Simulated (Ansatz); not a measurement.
## GaSb: response to strain

The reference is GaSb in the zinc blende structure (space group F-43m, No. 216; a = 6.0488 Å). Axes: x, y, z lie along the cube axes.

Strains are applied to the cell and any free atomic positions relax; under biaxial strain the out-of-plane vector relaxes too.

Computed with LDA, PAW, 420 eV (Ansatz, a first-principles code; no spin-orbit coupling).

Only one of these has no band gap. Which?
(A) biaxial strain +1.67 %, plane normal [111], relaxed out of plane
(B) biaxial strain −1.67 %, plane normal [111], relaxed out of plane
(C) biaxial strain −2.08 %, plane normal [111], relaxed out of plane

A, biaxial strain +1.67 %, plane normal [111], relaxed out of plane. Computed: biaxial strain −1.67 %, plane normal [111], relaxed out of plane: 0.16 eV; biaxial strain −2.08 %, plane normal [111], relaxed out of plane: 0.17 eV; biaxial strain +1.67 %, plane normal [111], relaxed out of plane: zero

Spin-orbit coupling, missing from the scalar runs, can matter with Sb. Whether these cells are dynamically stable was not tested. The final runs are not spin-polarised. The zero or small gap of GaSb can change with the level of theory.
